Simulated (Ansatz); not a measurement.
The reference is SiO2 (space group P3_221, No. 154; a = 4.9493 Å, c = 5.4418 Å).

Structures relaxed with plane-wave PAW DFT at the PBEsol level (Ansatz, a quantum-chemistry and plane-wave program, 420 eV), spin-orbit coupling left out.

Base:

Simulated powder pattern, Cu Kα1, λ = 1.54056 Å (kinematic, ideal powder, no thermal factors, no anomalous dispersion; the 10 strongest lines at most, above 2 %, up to 2θ = 90°):

| 2θ (°) | I/Imax (%) | hkl |
|---|---|---|
| 20.71 | 19 | (100) |
| 26.45 | 100 | (011) |
| 36.27 | 7.6 | (110) |
| 39.18 | 7.5 | (102) |
| 42.13 | 5.3 | (200) |
| 49.76 | 14 | (112) |
| 59.48 | 10 | (121) |
| 67.20 | 6.5 | (122) |
| 67.61 | 7.9 | (203) |
| 67.75 | 4.9 | (031) |

Modification: full substitution Si → Te, then cell and atoms are relaxed.

Task: How do the reflections move or split?

Result: 
Simulated powder pattern, Cu Kα1, λ = 1.54056 Å (kinematic, ideal powder, no thermal factors, no anomalous dispersion; the 10 strongest lines at most, above 2 %, up to 2θ = 90°):

```csv
2θ (°),d (Å),I/Imax (%),hkl
23.18,3.835,100,(011)
31.64,2.826,35,(110)
34.33,2.610,26,(102)
39.58,2.275,14,(201)
47.37,1.917,17,(022)
51.53,1.772,23,(121)
55.18,1.663,17,(113)
58.09,1.587,14,(212)
71.04,1.326,7.4,(311)
74.11,1.278,7.1,(303)
```

The indices refer to each structure's own conventional cell; one index is shown for lines that coincide.

Whether these cells are dynamically stable was not tested. As relaxed here, TeO2 is a hypothetical phase, not in the database extracts checked.
